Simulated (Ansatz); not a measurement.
Tunnelling through a barrier is set by its complex band structure: the current falls as exp(−2κd) with the smallest κ.

Given:

```yaml
crystal:
  lattice:
    - [3.77778, 0.00000, 0.00000]
    - [-1.88889, 3.27165, 0.00000]
    - [1.88889, -1.09055, 3.08454]
  atoms:
    - { symbol: Ga, position: [0.00000, 0.00000, 0.00000] }
    - { symbol: P, position: [0.25000, 0.75000, 0.25000] }
```

The cell is strained (all lengths scaled by 0.98); by r2SCAN it stands under a pressure of 6.1 GPa.

Transport runs along the normal of the first two printed cell vectors, the (111) plane of the conventional cell.

No gap correction and no spin-orbit coupling; mid-gap is the computed energy nearest the middle.

Q: Compute, with r2SCAN (Ansatz, a first-principles code), the band gap and the smallest decay constant κ at mid-gap.

A: Gap 1.75 eV on a 10×10×10 mesh; κ = 0.127 1/Å, at the zone centre.
